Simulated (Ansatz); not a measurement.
## Mg2C3 (Pnnm, No. 58; cell taken from a computed entry)

Calculation: PBE-D3(BJ) in Ansatz (PAW).

Numerical settings: plane-wave cutoff 500 eV, 8×6×10 k mesh (along the axes of the cell as run), Fermi–Dirac smearing 0.05 eV, scalar-relativistic PAW data made under PBE.

Cell (relaxed at this level):

Mg₂C₃ is taken in the orthorhombic space group Pnnm (No. 58), Pearson symbol oP10. Cell: a = 5.266 Å, b = 6.377 Å, c = 3.686 Å, α = β = γ = 90.00°. Mg on 4g is coordinated by 4 C at 2.184–2.293 Å and 1 C at 2.455 Å and 2 C at 2.679 Å. C1 on 4g has 1 C at 1.328 Å and 4 Mg at 2.184–2.293 Å. C2 on 2c is coordinated by 2 C at 1.328 Å and 2 Mg at 2.455 Å and 4 Mg at 2.679 Å. (Neighbours: up to the widest gap in distance over summed covalent radii, below 1.35, at either atom; cation-cation and far metal-metal contacts left out.)

For Mg2C3 (Pnnm, No. 58; cell taken from a computed entry), the band gap is 1.63 eV (on the SCF k mesh).

Note: the relaxation could not lower the start's symmetry, so the cell can be a saddle point above a distorted one.

The computed numbers hold no vibrational or temperature effects.

Computing time: very roughly 4 core-minutes.

Ansatz is an electronic-structure program.
